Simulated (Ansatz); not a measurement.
**Input and output of a self-consistent single point for LiF (Fm-3m, 2 atoms in the cell) (Ansatz, a first-principles code)**

Computed with PBE (plane waves, PAW; Ansatz).

Input as run:

Ansatz 0.2 input:
```yaml
crystal:
  lattice:
    - [0.00000000, 2.01803100, 2.01803100]
    - [2.01803100, 0.00000000, 2.01803100]
    - [2.01803100, 2.01803100, 0.00000000]
  atoms:
    - { symbol: Li, position: [0.00000000, 0.00000000, 0.00000000] }
    - { symbol: F, position: [0.50000000, 0.50000000, 0.50000000] }
basis:
  ecutwfc: 420.0
kpoints:
  mp_grid:
    grid: [9, 9, 9]
hamiltonian:
  xc: pbe
  pseudopotentials:
    kind: paw
scf:
  occupations:
    method: fixed
output:
  forces: true
  eigenvalues: true
  stress: true
```

The program printed (abridged):

```
WARN ansatz: RAYON_NUM_THREADS=1 ignored (pool sized by the plan → 1); use --threads N
Pseudopotentials: kind: paw
Pseudopotential: Li, paw, valence charge 3
Pseudopotential: F, paw, valence charge 7
Crystal: 2 atoms, lattice volume = 16.437 Å³
Basis set: ecut = 420 eV, 331 PW (Γ), exchange–correlation on 40×40×40 points (8 copies of the dense FFT grid, shifted against one another)
Bands: 9, of which v1, the nominal top of the filled ones, is band 5 counted from 1 (4 counted from 0)
Symmetry: 48 space group operations
Space group: Fm-3m (ITA 225), of the structure as read, at distance tolerance 2.5e-5 Å
k-points: 35 of 729
Initial density: superposition of atomic densities (neutral atoms: chi_scale 0, normalization atom), corrected by the library's trained network
Initial wavefunctions: pseudopotential atomic-orbital guess
Eigensolver: davidson
Functional: x = pbe(κ = 0.804, μ = 0.2195149727645171), c = pbe(β = 0.06672455060314922)
SCF iter   1: F=—  HF=-1016.168846 eV  |F-HF|=—  |Δ(HF+E_count)|=         —  Δρ=9.26e-4  dr2=7.08e-5  ethr=1.77e-3  ⟨swp⟩=3.9  Hψ=1759  notcnv=0  defer=50
all-band conjugate gradients solve this SCF's bands
preconditioner: auto → none
SCF iter   2: F=—  HF=-1016.168798 eV  |F-HF|=—  |Δ(HF+E_count)|=   4.81e-5  Δρ=1.41e-3  dr2=2.00e-4  ethr=7.08e-7  ⟨swp⟩=2.0  Hψ=773  notcnv=0  defer=68
SCF iter   3: F=—  HF=-1016.168761 eV  |F-HF|=—  |Δ(HF+E_count)|=   3.73e-5  Δρ=6.64e-4  dr2=4.53e-5  ethr=7.08e-7  ⟨swp⟩=2.4  Hψ=456  notcnv=0  defer=68
SCF iter   4: F=—  HF=-1016.168770 eV  |F-HF|=—  |Δ(HF+E_count)|=   8.95e-6  Δρ=1.89e-4  dr2=3.09e-6  ethr=4.53e-7  ⟨swp⟩=2.2  Hψ=504  notcnv=0  defer=68
SCF iter   5: F=—  HF=-1016.168774 eV  |F-HF|=—  |Δ(HF+E_count)|=   3.98e-6  Δρ=1.81e-4  dr2=3.59e-6  ethr=3.09e-8  ⟨swp⟩=1.0  Hψ=317  notcnv=0  defer=68
SCF iter   6: F=—  HF=-1016.168773 eV  |F-HF|=—  |Δ(HF+E_count)|=   5.74e-7  Δρ=1.14e-4  dr2=1.44e-6  ethr=3.09e-8  ⟨swp⟩=1.0  Hψ=315  notcnv=0  defer=68
SCF iter   7: F=-1016.168772 eV  HF=-1016.168773 eV  |F-HF|=4.60e-8  |Δ(HF+E_count)|=   4.22e-7  Δρ=2.19e-5  dr2=5.40e-8  ethr=1.00e-9  ⟨swp⟩=5.0  Hψ=1649  notcnv=0
SCF 1 converged in 7 iterations: F = -1016.168772 eV  dr2 = 5.40e-8
SCF converged after 7 iterations
Free energy (F): -1016.168772 eV
Harris-Foulkes:  -1016.168773 eV  (|F-HF|=4.60e-8)
Internal energy: -1016.168772 eV  (E = F + TS)
E sigma→0 (E₀):  -1016.168772 eV
Fermi energy:    0.949601 eV
--- Per-component energies (eV) ---
  E_band       = -118.127504
  E_kinetic    = 230.538965
  E_local      = -642.699659  (includes V_loc(G=0)·N_el)
  E_nonlocal   = 40.370186
  E_hartree    = 225.251669
  E_xc         = -91.813689
  E_vxc        = -117.772341  (∫ρ·V_xc dr)
  E_paw        = -221.801635  (= ΣΔE_a)
  E_vpaw       = -79.063775  (= ΣTr[D̂ρ^β])
  E_aug_tail   = 0.002215  (compensation charges beyond the density's cutoff)
  E_ewald      = -556.016824
  E_smearing   = -0.000000  (= −TS)
  E_closure    = 0.000000  (closes the sum)
  Σ components = -1016.168772   (vs F -1016.168772, Δ=0.00e0)
--- Forces (eV/Å), atoms counted from 1 ---
  atom   1  Li    -0.00000000     0.00000000     0.00000000
  atom   2  F      0.00000000     0.00000000     0.00000000
  max |Σ_I F_I| component: 2.07e-29 eV/Å
--- Stress (GPa, compression-positive) ---
        1.670728       0.000000       0.000000
        0.000000       1.670728       0.000000
        0.000000      -0.000000       1.670728
  P = ⅓ Tr σ = 1.6707 GPa (16.707 kbar)
  The stress holds the Pulay correction. Without it, at fixed plane waves, as pw.x and ABINIT print it: P = 0.9883 GPa
--- Band table (eV; the first three rows and the last of 35) ---
  k-point 0: bands = ["-39.9523", "-19.0016", "0.9496", "0.9496", "0.9496", "9.9857", "24.8257", "24.8257", "24.8257"]
  k-point 1: bands = ["-39.9457", "-18.9547", "0.6017", "0.9220", "0.9220", "10.3417", "21.8733", "23.4295", "23.4295"]
  k-point 2: bands = ["-39.9289", "-18.8326", "-0.1934", "0.8540", "0.8540", "11.0844", "19.3047", "21.8113", "21.8113"]
  k-point 34: bands = ["-39.8810", "-18.3565", "-1.2415", "-0.8882", "0.1983", "15.4742", "16.1071", "18.7063", "20.1560"]
```

The run converged in 7 iterations.

The starting cell comes from a database of computed structures (which also holds hypothetical and non-ambient phases and stackings), without a prior relaxation at this level. Its lattice was rescaled by a random factor within 2.5 % of one. Ansatz's pressure includes its estimate of the finite-basis (Pulay) stress. Without the estimate this run gives 0.99 GPa.
